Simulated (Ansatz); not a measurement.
```
CELL_PARAMETERS angstrom
     14.50000     0.00000     0.00000
      0.00000    14.50000     0.00000
      0.00000     0.00000     6.86404
ATOMIC_POSITIONS crystal
  K  0.38689 0.38689 0.00000
  I  0.37270 0.37270 0.50000
  I  0.37270 0.62730 0.00000
  K  0.38689 0.61311 0.50000
  I  0.62730 0.37270 0.00000
  K  0.61311 0.38689 0.50000
  K  0.61311 0.61311 0.00000
  I  0.62730 0.62730 0.50000
```

Calculation: PBE (plane waves to 420 eV, PAW; Ansatz, an electronic-structure program). Mesh 1×1×44. No spin polarisation. Isolated but for its images some 11 Å away. A hypothetical model. Symmetry and one short period hold its shape; lower forms weren't sought. Values not marked SOC lack spin–orbit coupling. On relaxing, bonds broke or formed, so the name tells the start alone.

### Question
Tabulate the two highest filled and two lowest empty levels along the axis, from the valence top.

### Answer
```tsv
k (2π/c)	v2 (eV)	v1 (eV)	c1 (eV)	c2 (eV)
0.000	-0.08	0.00	4.15	–
0.042	-0.08	0.00	4.16	–
0.083	-0.08	-0.01	4.19	–
0.125	-0.08	-0.02	4.24	–
0.167	-0.08	-0.03	4.31	–
0.208	-0.08	-0.05	4.39	–
0.250	-0.09	-0.07	4.49	–
0.292	-0.09	-0.09	4.59	–
0.333	-0.09	-0.09	4.71	–
0.375	-0.10	-0.10	–	–
0.417	-0.10	-0.10	–	–
0.458	-0.11	-0.11	–	–
0.500	-0.11	-0.11	–	–
```
A dash stands for levels within 1 eV of the vacuum level or above it.
